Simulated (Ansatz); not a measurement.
System: CaC6 (R-3m, No. 166, 7 atoms in the cell). Method: PBEsol (Ansatz, an electronic-structure program, PAW).

Settings: plane-wave cutoff 520 eV, 16×16×16 k mesh, Fermi–Dirac smearing 0.05 eV, scalar-relativistic PAW data made under PBE.

Cell (relaxed at this level):

```cif
data_C6Ca
_chemical_formula_sum 'Ca1 C6'
_space_group_name_H-M_alt 'P 1'
_space_group_IT_number 1
_cell_length_a 5.08220
_cell_length_b 5.08220
_cell_length_c 5.08220
_cell_angle_alpha 50.383
_cell_angle_beta 50.383
_cell_angle_gamma 50.383
loop_
_space_group_symop_operation_xyz
  'x, y, z'
loop_
_atom_site_label
_atom_site_type_symbol
_atom_site_fract_x
_atom_site_fract_y
_atom_site_fract_z
_atom_site_occupancy
Ca1 Ca 0.00000 0.00000 0.00000 1
C1 C 0.16672 0.83328 0.50000 1
C2 C 0.50000 0.16672 0.83328 1
C3 C 0.83328 0.50000 0.16672 1
C4 C 0.83328 0.16672 0.50000 1
C5 C 0.50000 0.83328 0.16672 1
C6 C 0.16672 0.50000 0.83328 1
```

What does this level give for the bulk modulus and pressure derivative B′ of the bulk modulus?


* **bulk modulus**: 113 GPa
* **pressure derivative B′ of the bulk modulus**: 7.1

The run finds no gap.

Note: the relaxation could not lower the start's symmetry, so the cell can be a saddle point above a distorted one; the bulk modulus comes from volumes at which shape and atoms were relaxed.

The computed numbers hold no vibrational or temperature effects.
